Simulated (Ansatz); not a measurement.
Step by step: formation energy of AgI (wurtzite, P6₃mc) from the elements

We look at the formation energy of AgI (wurtzite, P6₃mc) from the elements. Reaction: I (Cmce) + Ag (fcc) → AgI (wurtzite). Negative: the products are lower in energy. The value is per atom of the solid.

AgI (wurtzite, P6₃mc), 4 atoms in the cell. Conventional cell: a = b = 4.5891 Å, c = 7.5330 Å, α = β = 90.00°, γ = 120.00°.

Method: Ansatz (a program for electronic structure), PAW, neutral cells at 0 K with nuclei at rest, on structures from PBE+D3(BJ). Ansatz runs with its default PAW set. Other levels take these structures. The lattices are those relaxed with PBE+D3(BJ), so at other levels the solids can be strained, which adds to the spread. The runs are scalar-relativistic, without spin-orbit coupling.

Total energies of the cells in eV, at zero smearing width. They compare only within one column; the weights balance every element.

| cell | atoms | weight | PBE+D3(BJ) | LDA |
|---|---|---|---|---|
| AgI (wurtzite) | 4 | +2 | -30209.25644 | -29628.53962 |
| I (Cmce) | 4 | −1 | -30052.80159 | -29423.38788 |
| Ag (fcc) | 1 | −4 | -7591.13318 | -7458.13529 |

PBE+D3(BJ): 2 × (-30209.25644) − (-30052.80159) − 4 × (-7591.13318) = -1.179 eV; dividing by 8 atoms gives -0.15 eV/atom.

LDA: 2 × (-29628.53962) − (-29423.38788) − 4 × (-7458.13529) = -1.150 eV; dividing by 8 atoms gives -0.14 eV/atom.

What follows from the PBE+D3(BJ) value: A formula unit of AgI has 2 atoms, so it forms with -0.1473 × 2 = -0.295 eV, or -28.5 kJ/mol at 96.485 kJ/mol per eV.
